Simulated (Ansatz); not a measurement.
Take ZnGeP₂ in the chalcopyrite structure (space group I-42d, No. 122; a = 5.500 Å, c = 10.845 Å) as the base. Axes: x, y, z lie along a, b, c of the conventional cell.

Calculations: Kohn–Sham DFT with the PBE functional, run in Ansatz (a first-principles code) with PAW and 420 eV plane waves, scalar-relativistic without spin-orbit coupling.

Base values:

The volume per atom comes out as 20.50 Å³.

Modification: tensile biaxial strain of 3.00 % in the plane normal to [001], as in epitaxy on a mismatched substrate; the out-of-plane cell vector and the atoms relax.

### Question
What does the calculation give for the energy relative to the base after the change?

### Answer
The energy increases by 13 meV/atom.

### Question
Estimate the effect on the in-plane stress.

### Answer
The mean in-plane stress (compression positive) is -3.3 GPa.

### Question
Estimate the effect on the volume per atom.

### Answer
The volume per atom goes up by 0.67 Å³, from 20.50 Å³ to 21.17 Å³.

No phonon test of stability was made.
